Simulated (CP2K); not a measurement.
Relaxation of cell and atoms of In2AgTe3Br (P4/mmm, 7 atoms in the cell) at several settings

```yaml
crystal:
  lattice:
    - [4.30071, 0.00000, 0.00000]
    - [0.00000, 4.30071, 0.00000]
    - [0.00000, 0.00000, 11.70547]
  atoms:
    - { symbol: In, position: [0.50000, 0.50000, 0.73581] }
    - { symbol: In, position: [0.50000, 0.50000, 0.26419] }
    - { symbol: Ag, position: [0.00000, 0.00000, 0.00000] }
    - { symbol: Te, position: [0.00000, 0.00000, 0.76041] }
    - { symbol: Te, position: [0.00000, 0.00000, 0.23959] }
    - { symbol: Te, position: [0.50000, 0.50000, 0.00000] }
    - { symbol: Br, position: [0.50000, 0.50000, 0.50000] }
```

Base: LDA (Pade form), GPW, DZVP-MOLOPT-SR-GTH basis, GTH-PADE potentials (GTH_POTENTIALS) (CP2K). Its settings: CUTOFF = 500 Ry; REL_CUTOFF = 60 Ry; SMEAR/METHOD = MARZARI_VANDERBILT; SIGMA = 0.1 eV; KPOINTS/SCHEME = MONKHORST-PACK 5 5 2; GAMMA_CENTERED = T; XC_FUNCTIONAL = PADE; In/BASIS_SET = DZVP-MOLOPT-SR-GTH-q13; In/POTENTIAL = GTH-PADE-q13; Ag/BASIS_SET = DZVP-MOLOPT-SR-GTH-q11; Ag/POTENTIAL = GTH-PADE-q11; Te/BASIS_SET = DZVP-MOLOPT-SR-GTH-q6; Te/POTENTIAL = GTH-PADE-q6; Br/BASIS_SET = DZVP-MOLOPT-SR-GTH-q7; Br/POTENTIAL = GTH-PADE-q7; METHOD = GPW; EPS_DEFAULT = 1e-11; NGRIDS = 5; SCF_GUESS = ATOMIC; EPS_SCF = 1e-06. Starting volume 30.93 Å³ per atom.

Each line gives the change from the base single point and the result:

- CUTOFF: 500 Ry → 300 Ry; EPS_SCF: 1e-06 → 1e-07; EXTRAPOLATION: default → USE_GUESS; MAX_FORCE: default → 0.00039; RMS_FORCE: default → 0.00026; EXTERNAL_PRESSURE: default → 0 GPa: pressure 0.00 GPa; final cell a = 4.2059 Å, b = 4.2059 Å, c = 11.3488 Å, α = 90.00°, β = 90.00°, γ = 90.00°; final volume per atom 28.68 Å³; relaxation steps 27; free energy against the base single point -23.0 meV/atom.
- EPS_SCF: 1e-06 → 1e-07; XC_FUNCTIONAL: PADE → PBE:PBESOL; In/POTENTIAL: GTH-PADE-q13 → GTH-PBE-q13; Ag/POTENTIAL: GTH-PADE-q11 → GTH-PBE-q11; Te/POTENTIAL: GTH-PADE-q6 → GTH-PBE-q6; Br/POTENTIAL: GTH-PADE-q7 → GTH-PBE-q7; EXTRAPOLATION: default → USE_GUESS; MAX_FORCE: default → 0.00039; RMS_FORCE: default → 0.00026; EXTERNAL_PRESSURE: default → 0 GPa [DFT PBEsol, GPW, DZVP-MOLOPT-SR-GTH basis, GTH-PBE potentials (GTH_POTENTIALS)]: pressure 0.00 GPa; final cell a = 4.263 Å, b = 4.263 Å, c = 11.607 Å, α = 90.00°, β = 90.00°, γ = 90.00°; final volume per atom 30.13 Å³; relaxation steps 22.

The starting cell comes from a database of computed structures (which also holds hypothetical and non-ambient phases and stackings), without a prior relaxation at this level. Values carry the incompleteness of an atom-centred basis. The run gives no clean gap (levels at the Fermi energy touch, overlap or are partly filled at this smearing), which alone does not show that the compound is a metal.

Left out of this page: 1 run of the series stopped by limits of time or memory.
